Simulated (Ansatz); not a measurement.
## BN (model structure, started from the MgO type, Pm-3n, No. 223, 12 atoms in the cell)

All values below come from PBEsol in Ansatz (plane waves, PAW).

Run with plane-wave cutoff 520 eV, 8×8×8 k mesh, Fermi–Dirac smearing 0.01 eV, scalar-relativistic PAW data made under PBE.

Cell (relaxed at this level):

```yaml
crystal:
  lattice:
    - [4.41936, 0.00000, 0.00000]
    - [0.00000, 4.41936, 0.00000]
    - [0.00000, 0.00000, 4.41936]
  atoms:
    - { symbol: B, position: [0.25000, 0.00000, 0.50000] }
    - { symbol: B, position: [0.75000, 0.00000, 0.50000] }
    - { symbol: B, position: [0.50000, 0.75000, 0.00000] }
    - { symbol: B, position: [0.50000, 0.25000, 0.00000] }
    - { symbol: B, position: [0.00000, 0.50000, 0.75000] }
    - { symbol: B, position: [0.00000, 0.50000, 0.25000] }
    - { symbol: N, position: [0.25000, 0.50000, 0.00000] }
    - { symbol: N, position: [0.75000, 0.50000, 0.00000] }
    - { symbol: N, position: [0.00000, 0.75000, 0.50000] }
    - { symbol: N, position: [0.00000, 0.25000, 0.50000] }
    - { symbol: N, position: [0.50000, 0.00000, 0.75000] }
    - { symbol: N, position: [0.50000, 0.00000, 0.25000] }
```

- band gap: 4.39 eV (indirect)
- smallest direct gap on the k points sampled: 4.82 eV
- Γ–Γ gap: 6.03 eV

Note: the relaxation could raise the start's symmetry but not lower it, so the cell can be a saddle point.

Static lattice: no zero-point or thermal effects.

A model structure was made by putting elements into a prototype or built by hand; it is no filed structure, need not be a known phase, and can be a saddle point held by its symmetry.

Ansatz is a quantum-chemistry and plane-wave program.
